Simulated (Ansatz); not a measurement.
Base system: MoTe2 (space group P6_3/mmc, No. 194; a = 3.4966 Å, c = 13.6959 Å; layered, stacked along the Cartesian z axis).

Computed with PBE-D3(BJ), PAW, 420 eV (Ansatz, a first-principles code; no spin-orbit coupling).

Before the change:

```
Quantity                               Value
---------------------  ---------------------
c/a ratio                              3.917
Volume per atom                     24.17 Å³
Valence-band top at Γ  0.00, -0.18, -1.01 eV
Band gap                             0.60 eV
```

One thing is altered: a negative pressure, −1 GPa.

Q: Estimate the effect on the c/a ratio, volume per atom, valence-band top at Γ and band gap.

A: The c/a ratio increases by 0.040, from 3.917 to 3.957; the volume per atom grows by 0.63 Å³ to 24.80 Å³; the valence-band top at Γ (three highest levels, from the VBM) changes from 0.00, -0.18, -1.01 eV to 0.00, -0.28, -0.98 eV; the band gap goes up by 0.08 eV, from 0.60 eV to 0.68 eV.

Spin-orbit coupling, missing from the scalar runs, can matter with Te. Load acts through the strain it causes; cell and atoms are relaxed under it. Whether these cells are dynamically stable was not tested. The program warned that a D3 coordination switch lies within reach, so dispersion energies are less smooth here.
